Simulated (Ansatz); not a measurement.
The reference is PbSe in the rock salt structure (space group Fm-3m, No. 225; a = 6.1778 Å). Axes: x, y, z lie along the cube axes.

Level of theory: DFT with r2SCAN, PAW potentials and a 500 eV plane-wave cutoff in Ansatz (a quantum-chemistry and plane-wave program), no SOC.

A first run, uniaxial strain ε_xx = +1.00 %, gives secant values C11 ≈ 120 GPa and C12 ≈ 13 GPa from its stress. A second run applies isotropic strain +2.00 %.

Question: What does linear elasticity predict for the bulk modulus −ΔP/(ΔV/V₀) in the second run, and what does the run give?

Answer: Linear elasticity: (C11 + 2 C12)/3 = 49 GPa. The run gives 44 GPa; any difference comes from nonlinear terms at these strains and numerical noise.

Whether these cells are dynamically stable was not tested.
